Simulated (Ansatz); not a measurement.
GaAs, response to strain

The parent structure is GaAs in the zinc blende structure (space group F-43m, No. 216).

```xyz
2
Lattice="0.0000 2.8014 2.8014 2.8014 0.0000 2.8014 2.8014 2.8014 0.0000" Properties=species:S:1:pos:R:3 pbc="T T T"
Ga     0.0000     0.0000     0.0000
As     1.4007     1.4007     1.4007
```

Strains are applied to the cell and any free atomic positions relax.

The values are results of LDA, PAW, 420 eV (Ansatz, a program for electronic structure; scalar-relativistic without spin-orbit coupling), not measurements.

Notes on the quantities. energy relative to the base: free energy F.

| change | pressure | energy relative to the base | shortest interatomic distance | band gap |
|---|---|---|---|---|
| base | 0.1 kbar | 0 meV/atom | 2.426 Å | 0.49 eV |
| isotropic strain −3.00 % | 84.0 kbar | +46 meV/atom | 2.353 Å | 1.10 eV |
| isotropic strain −2.00 % | 52.0 kbar | +20 meV/atom | 2.378 Å | 0.96 eV |
| isotropic strain −1.50 % | 37.5 kbar | +11 meV/atom | 2.390 Å | 0.84 eV |
| isotropic strain −1.00 % | 24.1 kbar | +4.8 meV/atom | 2.402 Å | 0.72 eV |
| isotropic strain +0.50 % | -10.6 kbar | +1.1 meV/atom | 2.438 Å | 0.38 eV |
| isotropic strain +1.00 % | -20.6 kbar | +4.4 meV/atom | 2.450 Å | 0.26 eV |
| isotropic strain +2.00 % | -3.8 GPa | +17 meV/atom | 2.475 Å | zero |
| isotropic strain +2.50 % | -4.6 GPa | +26 meV/atom | 2.487 Å | zero |
| isotropic strain +3.00 % | -5.3 GPa | +37 meV/atom | 2.499 Å | zero |

The mesh was chosen for an insulator and is coarse for the gapless case. Stability against distortions was not tested. The final runs are not spin-polarised. Gaps under 0.05 eV, about the width of the smearing, are given as zero. A zero or small gap of GaAs under isotropic strain +1.00 %, GaAs under isotropic strain +2.00 %, GaAs under isotropic strain +2.50 % and GaAs under isotropic strain +3.00 % can be the functional's error rather than a property of the material.
